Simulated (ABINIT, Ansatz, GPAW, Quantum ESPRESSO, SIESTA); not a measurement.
# One structure in several programs: Nb (Im-3m, 1 atom in the cell)

Self-consistent single point.

```yaml
crystal:
  lattice:
    - [-1.63400, 1.63400, 1.63400]
    - [1.63400, -1.63400, 1.63400]
    - [1.63400, 1.63400, -1.63400]
  atoms:
    - { symbol: Nb, position: [0.00000, 0.00000, 0.00000] }
```

Shared settings, as Ansatz (a first-principles code) writes them: kpoints.mp_grid.grid = 4 4 4; scf.occupations.method = gaussian; scf.occupations.width = 0.0037 Ry. Potentials and cutoffs stand in the table.

```
code                                                                                                                                model  pressure (GPa)       cutoff
----------------  -----------------------------------------------------------------------------------------------------------------------  --------------  -----------
SIESTA            GGA PBE, numerical atomic orbitals DZP, PseudoDojo PBE standard norm-conserving potentials (rewritten from UPF to PSML)           10.55  grid 400 Ry
GPAW                                                                                         PBE, GPAW PAW datasets PBE (gpaw-data 1.0.1)           11.23       600 eV
ABINIT                                                           PBE, norm-conserving pseudopotentials (PseudoDojo nc-sr-05 PBE standard)           12.33      1116 eV
Quantum ESPRESSO                                                                          PBE, PSlibrary ultrasoft (PBE) pseudopotentials           11.28        55 Ry
Ansatz                                                                                                             PBE, default PAW files           12.22      default
```

On Ansatz's run: spin polarisation is off.

The spread over the programs that give each value: pressure within 1.78 GPa.

SIESTA uses small atom-centred bases, whose incompleteness enters pressures, forces and empty levels differently from a plane-wave cutoff. Ansatz's pressure is given at a fixed set of plane waves, as the other plane-wave codes print theirs; with its correction for the finite basis it is 12.26 GPa. In the pressure, SIESTA (by 1.20) lies more than 1 GPa from the median of the plane-wave programs.

On the base mesh (11 11 11) the same programs gave: Ansatz pressure 7.72 GPa; Quantum ESPRESSO pressure 6.85 GPa; ABINIT pressure 7.89 GPa; GPAW pressure 6.95 GPa; SIESTA pressure 6.06 GPa.

The values differ from the base mesh's, so the mesh still matters here: the table compares the programs at equal settings.

The starting cell has typed, rounded lattice constants, without a prior relaxation at this level. Its lattice was rescaled by a random factor within 2.5 % of one.

Left out of this page: CP2K (on another mesh); Elk and FLEUR (not drawn, or without a comparable value).

Keys are those of Ansatz 0.2.
